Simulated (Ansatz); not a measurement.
## PbO2: stress against strain

PbO2 (rutile, P4_2/mnm, 14.821 Å³/atom at rest, c along z) under a strain ε along c (axis z), the other axes held. PBE in Ansatz, a plane-wave DFT program (PAW, default set), 420 eV, 9×9×14 Γ-centred mesh, Fermi-Dirac smearing 0.05 eV; ions are relaxed within the symmetry of each cell. Stress is positive for a compressed cell.

Here s stands for strain and y for stress zz.

| strain (%) | stress zz (GPa) |
|---|---|
| -1.20 | 2.99 |
| -0.60 | 1.47 |
| 0.00 | 0.01 |
| 0.60 | -1.38 |
| 1.20 | -2.71 |
| 3.00 | ? |

The 5 complete rows are fitted with a straight line, y against s. Means: s 0, y 0.076. About the means, the sum of products is -8.5500 and the sum of squares of s is 3.6000; the slope is their ratio. Least squares gives y = 0.076 - 2.3750·s. Residuals (row less fit): 0.064, -0.031, -0.066, -0.031, 0.064; standard error 0.069 (degrees of freedom: 3). The slope gives the elastic constant C33 = 238 ± 4 GPa.

Question: Predict the withheld y at s = 3.00 from the fit, and compare with the calculation.

Answer: y = 0.076 - 2.3750 × 3.0 = -7.049 GPa. The calculation gives -6.28 GPa, 0.769 GPa above the prediction (8.3 % of the range of y in the table). The row lies outside the fitted rows, so this is an extrapolation. From the scatter of the fitted rows alone, a prediction at this place has a standard error of 0.134 GPa, so the miss is 5.7 times that.

One order more, fitted to all 11 runs of the series, follows each within 0.01, so the miss is the next term of a smooth law. In a metal these values are sensitive to mesh and smearing; energies are taken to zero smearing, stresses follow the free energy. Rows are the converged runs of the series near zero and its far end; series whose fitted rows scatter by over a few per cent of the range, as at a crossing or softening among them, aren't shown in this form. Most that stay on the fit to the last digits aren't either.
